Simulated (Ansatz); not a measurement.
Start from GaP in the zinc blende structure (space group F-43m, No. 216).

```
CELL_PARAMETERS angstrom
      0.00000     2.69570     2.69570
      2.69570     0.00000     2.69570
      2.69570     2.69570     0.00000
ATOMIC_POSITIONS crystal
  Ga 0.00000 0.00000 0.00000
  P  0.25000 0.25000 0.25000
```

Cartesian axes are those of the cell as printed.

All numbers come from LDA, PAW, 420 eV (Ansatz, an electronic-structure program; no spin-orbit coupling).

For the base:

```
Quantity                                    Result
-----------------------------  -------------------
Valence-band top at Γ          0.00, 0.00, 0.00 eV
Pressure                                 -0.01 GPa
Shortest interatomic distance              2.335 Å
```

The change: the cell is compressed by 2.00 % along z with no lateral relaxation; the atoms relax in the strained cell.

### Question
Predict the new valence-band top at Γ.

### Answer
The valence-band top at Γ (three highest levels, from the VBM) becomes 0.00, -0.12, -0.12 eV (base: 0.00, 0.00, 0.00 eV).

### Question
Estimate the effect on the pressure.

### Answer
The pressure (mean of the normal stresses, compression positive) goes up by 1.89 GPa to 1.88 GPa.

### Question
What happens to the shortest interatomic distance?

### Answer
The shortest interatomic distance shrinks by 0.0155 Å to 2.319 Å.

Gaps are read on the SCF mesh and a high-symmetry path. No phonon test of stability was made.
